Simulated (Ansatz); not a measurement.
The starting structures come from a database of crystals and need not be the phases stable at ambient conditions.

Inside the gap of an insulator the Bloch states are evanescent, with a wavenumber k + iκ along the transport direction.

Input:

```
CsBrF
1.0
    6.09399     0.00000     0.00000
    3.04699     9.97284     0.00000
    3.04699     0.00000     3.04699
Cs Br F
2 2 2
Direct
  0.66931   0.66138   0.00000
  0.33069   0.33862   0.00000
  0.05993   0.88014   0.00000
  0.94007   0.11986   0.00000
  0.81597   0.36806   0.00000
  0.18403   0.63194   0.00000
```

Space group of this cell: I4/mmm. The cell is taken as given.

Transport runs along the normal of the first two printed cell vectors, the (110) plane of the conventional cell.

No gap correction and no spin-orbit coupling; mid-gap values are interpolated between computed energies.

Q: State the band gap and the smallest decay constant κ at mid-gap according to r2SCAN in Ansatz (a program for electronic structure).

A: Gap 2.90 eV on a 10×10×10 mesh; κ = 0.406 1/Å, at (0.000, 0.500) of the in-plane reciprocal vectors. At the zone centre, at the nearest computed energy, the slowest state has κ = 0.45 1/Å.
